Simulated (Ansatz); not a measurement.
Ansatz (an electronic-structure program), DFT, PBE, plane waves, its default PAW files: cubic perovskite SrTiO3, atoms displaced (Sr8Ti8O24), 40 atoms. Basis and mesh were picked for this test and aren't claimed converged.

```yaml
cell: 7.81, 7.81, 7.81 Å; 90, 90, 90°
distance_to_the_nearest_atom: 1.87 to 2.71 Å
task: single point
k mesh: 2×2×2
hamiltonian.xc: pbe
kind_of_files: paw
scf.occupations.method: fixed
output.forces: true
memory maximum (--max-ram): 200GiB
accuracy: medium (default)
basis.xc_grid: 2 (default)
scf.mixing.algorithm: auto (default)
scf.mixing.preconditioner: auto (default)
scf.convergence.dr2_threshold: 4.7638e-07 (default)
scf.lower_state_search: light (default)
k-points after symmetry: 8
bands_at_the_start: 200
electrons: 320
plane waves at Γ: 9315
cutoff (eV): 420
FFT grid: 54×54×54
symmetry_operations: 1
```

Hardware: Arm Neoverse V2, 96 cores on 1 socket, no SMT, 1 L3 cache group.

Wall times, medians of two to five repeats, each run alone on the node (launch to exit). Processes are pinned to neighbouring cores unless said otherwise. Build: release build for Arm (Neoverse V2), one process with threads. Other compilers and libraries give other times. Scratch files lie in a memory file system.

All on 16 threads. Base settings, kept where nothing else is said: basis.precision = auto (default), scf.eigensolver.kind = auto (default), scf.eigensolver.full_accuracy = false (default), scf.eigensolver.mixed_precision = false (default). The candidates, on 16 cores each, agree within 1.0 meV/atom in energy, 10 meV/Å in forces (largest component):
A. basis.precision = f64
B. scf.eigensolver.full_accuracy = true
C. basis.precision = f64, scf.eigensolver.kind = davidson
D. the base settings
E. scf.eigensolver.kind = davidson, scf.eigensolver.mixed_precision = true

Task: Pick the fastest of these ways to run it.

Result: D (the base settings), 3.0 s. At the other end E takes 13× as long.

```csv
candidate,wall time,repeats,applications of H to a band
D,3.0 s,3 runs within 1 %,24645
A,4.5 s,3 runs within 1 %,24452
C,8.9 s,3 runs within 1 %,41401
B,9.5 s,3 runs within 1 %,77897
E,39 s,2 runs within 1 %,41495
```

From the slowest to the fastest: The largest move is in band solves (diag): 37 s to 2.2 s. The band solves carry the change: the iterations make 37440 against 24291 applications of H to a band, at 1 against 0.091 ms of diag time each. What the program resolved moves too: eigensolver slots from 8 to 7, band solver from davidson to band_cg, real-arithmetic solve from false to true. In the fastest run the program took: scf.mixing.algorithm MSR1, scf.mixing.preconditioner Resta, scf.eigensolver.kind band_cg, --slots 7, --kpoint-pools 1.

Keys are those of Ansatz 0.2.
